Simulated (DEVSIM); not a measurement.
Structure: abrupt GaSb n-p junction, at 300 K.

Layer 1 from the left is GaSb, thickness (μm) 0.340, Nd (cm⁻³) 9e16, τn (s) 2.6e-9, τp (s) 2.6e-9. Layer 2 from the left is GaSb, thickness (μm) 190, Na (cm⁻³) 3.3e16, τn (s) 2.6e-9, τp (s) 2.6e-9.

Left contact: ohmic. Right contact: ohmic. Voltage is applied to the left contact. Recombination: SRH at mid-gap, radiative, Auger. Mobility is μmin + (μ − μmin)/(1 + (N/Nref)^α).

Constants are typed, rounded textbook-type inputs, not results; the design itself was drawn at random and stands for no fabricated device. Values at 300 K.

GaSb: gap (eV) 0.726, affinity (eV) 4.06, permittivity 15.7, Nc (cm⁻³) 2.1e17, Nv (cm⁻³) 1.8e19, μn (cm²/Vs) 5000, μp (cm²/Vs) 850, μn,min 1000, μp,min 190, Nref,n 2.8e17, Nref,p 9e17, αn 1.05, αp 0.65, B (cm³/s) 1e-10, Cn (cm⁶/s) 5e-30, Cp (cm⁶/s) 5e-30.

Simulated with DEVSIM: 1D drift-diffusion, Boltzmann statistics, complete ionisation; no tunnelling, impact ionisation, image-force lowering or self-heating.

### Question
What does the simulation give for the dark forward voltage at 1 A/cm², the potential step across the device at zero bias, the largest field in the device at zero bias?

### Answer
dark forward voltage at 1 A/cm² 0.319 V; potential step across the device at zero bias 0.541 V; largest field in the device at zero bias 52000 V/cm.
